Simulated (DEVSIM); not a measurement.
Model (solved in DEVSIM): 1D Poisson equation in equilibrium, Boltzmann statistics, complete ionisation; no quantum confinement or tunnelling. Metal contacts follow the ideal Schottky-Mott rule: no Fermi-level pinning, no interface dipoles.

Device: Pt/La2O3/SiO2/p-Si capacitor, at 250 K.

```tsv
layer (left to right)	material	thickness (nm)	Na (cm⁻³)
1	La2O3	5.50	-
2	SiO2	1.00	-
3	Si	1200	2.3e17
```

Metal gate on the left, work function 5.6 eV. Fixed charge at the semiconductor interface -2.5e10 cm⁻² (in units of +e); no interface traps.

The device is made up for the run: typed textbook-type constants, with dimensions and the other settings drawn at random. Values at 300 K; Nc and Nv go as T^1.5, mobilities as T to minus their exponent, the gap by Varshni's rule with the affinity fixed.

```csv
parameter,La2O3,SiO2,Si
gap (eV),5.8,9,1.124
affinity (eV),1.8,0.9,4.05
permittivity,27,3.9,11.7
Nc (cm⁻³),-,-,2.86e19
Nv (cm⁻³),-,-,3.1e19
Varshni α (eV/K),-,-,0.000473
Varshni β (K),-,-,636
```

One input was changed, with this effect: flat-band voltage 0.52 → 0.68 V; capacitance of the dielectric stack little changed (1.92 μF/cm²); minimum of the low-frequency capacitance 0.143 → 0.185 μF/cm²; threshold voltage (band bending 2φF) 1.59 → 1.46 V.

Problem. Which change was it?
(A) temperature 250 → 450 K
(B) substrate doping 2.3e+17 → 2.3e+16 cm^-3
(C) interface trap density 0 → 1e+10 cm^-2 eV^-1
(D) La2O3 thickness 0.0055 → 0.0066 μm
(E) fixed charge -2.5e+10 → 2.225e+12 cm^-2

Solution. A, temperature 250 → 450 K
